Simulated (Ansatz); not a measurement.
A computed series for SiC: response to strain

Base system: SiC (space group P6_3mc, No. 186).

```xyz
8
Lattice="3.0778 0.0000 0.0000 -1.5389 2.6654 0.0000 0.0000 0.0000 10.0773" Properties=species:S:1:pos:R:3 pbc="T T T"
Si     0.0000     0.0000     0.0030
Si     0.0000     0.0000     5.0417
Si     1.5389     0.8885     7.5605
Si     0.0000     1.7769     2.5218
C      0.0000     0.0000     8.1916
C      0.0000     0.0000     3.1529
C      1.5389     0.8885     5.6656
C      0.0000     1.7769     0.6269
```

Cartesian axes are those of the cell as printed.

Strains are applied to the cell and any free atomic positions relax; under biaxial strain the out-of-plane vector relaxes too.

The values are results of r2SCAN (Ansatz, a program for electronic structure; PAW; 500 eV plane waves; scalar-relativistic without spin-orbit coupling), earlier PAW set, not measurements.

Candidates:
(a) biaxial strain −4.99 %, plane normal [001], relaxed out of plane
(b) biaxial strain −4.49 %, plane normal [001], relaxed out of plane
(c) tensor shear ε_xy = +0.91 %

For the base:

Smallest direct gap: 3.78 eV

Problem. Order them by smallest direct gap, highest first.

Solution. (c) tensor shear ε_xy = +0.91 % (3.70 eV), (b) biaxial strain −4.49 %, plane normal [001], relaxed out of plane (3.52 eV), (a) biaxial strain −4.99 %, plane normal [001], relaxed out of plane (3.48 eV)

No phonon test of stability was made.
